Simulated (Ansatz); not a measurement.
Ansatz (an electronic-structure program), DFT, PBE, plane waves, its default PAW files: Au(111) slab of 8 layers, 1x1, atoms displaced (Au8), unrelaxed, 8 atoms. Basis and mesh were picked for this test and aren't claimed converged.

```json
{
 "cell": "2.88, 2.88, 36.48 Å; 90, 90, 60°",
 "distance_to_the_nearest_atom": "2.80 to 2.87 Å",
 "task": "single point",
 "k mesh": "10×10×1",
 "hamiltonian.xc": "pbe",
 "kind_of_files": "paw",
 "scf.occupations.method": "fermi_dirac",
 "scf.occupations.width": "0.2 eV",
 "output.forces": "true",
 "binding of workers (--pin)": "off",
 "k-point pools (--kpoint-pools)": "1",
 "memory maximum (--max-ram)": "8GiB",
 "accuracy": "medium (default)",
 "basis.precision": "auto (default)",
 "basis.xc_grid": "2 (default)",
 "scf.eigensolver.kind": "auto (default)",
 "scf.convergence.dr2_threshold": "1e-07 (default)",
 "scf.lower_state_search": "light (default)",
 "k-points after symmetry": "52",
 "bands_at_the_start": "89",
 "electrons": "152",
 "plane waves at Γ": "5137",
 "cutoff (eV)": "420",
 "FFT grid": "20×20×250",
 "symmetry_operations": "1"
}
```

Settings of this run: scf.mixing.algorithm = broyden, scf.mixing.preconditioner = kerker, scf.algorithm = auto; 4 threads.

```tsv
iteration	dr2 (eV)	Hψ
1	1.68e0	18121
2	7.94e-1	5378
3	5.69e-2	4713
4	8.91e-3	6555
5	7.80e-3	4592
6	6.73e-3	4658
7	6.11e-3	6057
8	5.44e-3	6171
9	3.85e-3	6500
10	2.82e-3	4816
11	2.85e-3	5768
12	1.72e-3	4703
13	1.55e-3	4792
14	1.46e-3	5212
15	1.16e-3	5070
16	9.96e-4	4874
17	8.75e-4	5230
18	8.50e-4	5150
19	7.95e-4	4633
20	6.54e-4	4956
21	4.17e-4	4943
22	3.06e-4	4773
23	1.32e-4	5086
24	5.46e-5	5487
25	3.40e-5	4992
26	5.76e-6	8458
27	3.82e-6	5345
28	1.50e-6	5375
29	6.07e-7	8323
30	2.05e-7	8236
31	6.97e-8	17461
```

It converged after 31 SCF iterations.

Q: Which change of one setting makes this cycle converge in far fewer steps?

A: One answer among several that fit: scf.mixing.preconditioner = auto (default) (9 SCF iterations), all else kept. The other changes of this size gave: scf.mixing.preconditioner = none (17); scf.mixing.q_tf = 0.5 1/Å (19); scf.mixing.q_tf = 1.5 1/Å (23); scf.mixing.algorithm = auto (default) (26). In that run the program took: scf.mixing.preconditioner LDOS, scf.eigensolver.kind band_cg, --slots 4. The change moves the result by: energy under 0.001 meV/atom, forces (largest component) 0.030 meV/Å. Counts are of single runs.

Keys are those of Ansatz 0.2.
